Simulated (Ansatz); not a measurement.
Amorphous Si24O51Al2, 77 atoms at 2.24 g/cm³, one PBE-relaxed geometry, zone centre. Methods: PBE, scalar-relativistic without spin-orbit coupling (Ansatz, a first-principles code); r2SCAN, scalar-relativistic without spin-orbit coupling (Ansatz); HSE06, scalar-relativistic without spin-orbit coupling (Ansatz). Plane waves to 420 eV (r2SCAN 500 eV); exact exchange is cut at the cell's faces. At PBE the levels at the filled edge of the gap are localised (band-tail or defect states), and the nearest spread-out levels lie 5.2 eV apart at the zone centre. All rungs ran without spin polarisation.

A CHGNet melt-quench gave the starting glass, which DFT then relaxed. O atoms were pushed apart under 1.9 Å during the dynamics, to hinder bonds among them. The hot cell started wider than the set density and was brought back towards it in steps. It is the lowest in DFT energy of 2 quenches. It is a model cell: composition and starting density were chosen by hand, and all elements were melted together. No dispersion term was used. Its density started from a set value of 2.24 and ended at 2.24 g/cm³. Cooling (nominally 400 K/ps over its main leg) ran many orders faster than in experiment, which tends to leave more defects and strain. A cell of this size samples the disorder only roughly. The volume was held where the preparation left it and the shape relaxed, at a PBE pressure of 1.1 GPa. Stress components on the final sampling reach 1.1 GPa.

The relaxation ran on the zone centre alone. At PBE the level gap is 4.79 eV on a 2×2×2 Γ-centred mesh, and the spacing at the zone centre alone 4.79 eV.

### Question
What zone-centre spacing does r2SCAN give, roughly?

### Answer
5.48 eV (+0.69 eV against PBE).

### Question
What zone-centre spacing does HSE06 give, roughly?

### Answer
6.59 eV (+1.80 eV against PBE).

The highest filled and the lowest empty state spread over these numbers of atoms (participation numbers): PBE: 5.7 and 18.0; r2SCAN: 5.6 and 20.0; HSE06: 5.7 and 19.1.
